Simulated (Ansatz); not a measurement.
AlB2-type HfB2, treated with PBEsol (Ansatz, a program for electronic structure, plane waves, PAW).

Numerical settings: plane-wave cutoff 520 eV, 24×24×18 k mesh (along the axes of the cell as run), Fermi–Dirac smearing 0.089 eV (set by the program), scalar-relativistic PAW data made under PBE.

Computed at the level's own relaxed cell.

Hill averages of the elastic tensor: K = 261.4 GPa, G = 255.1 GPa. Volume 9.731 Å³/atom, mean atomic mass 66.704 u.

Task: Work out the density, the sound velocities of a polycrystal and the elastic Debye temperature, and Pugh's ratio at this level.

Result: ρ = 1.66054 × 66.704/9.731 = 11.383 g/cm³. v_l = √[(K + 4G/3)/ρ] = 7.269 km/s and v_t = √(G/ρ) = 4.734 km/s. The mean follows from 3/v_m³ = 1/v_l³ + 2/v_t³: v_m = 5.190 km/s. Θ_D = (ħ/k_B) v_m (6π²/V)^(1/3) = 76.38 K Å s/km × 5.190 × 1.8257 Å⁻¹ = 724 K, counting all atoms of the cell. K/G = 1.02, to be set beside Pugh's rough bound of 1.75 between brittle and ductile metals.
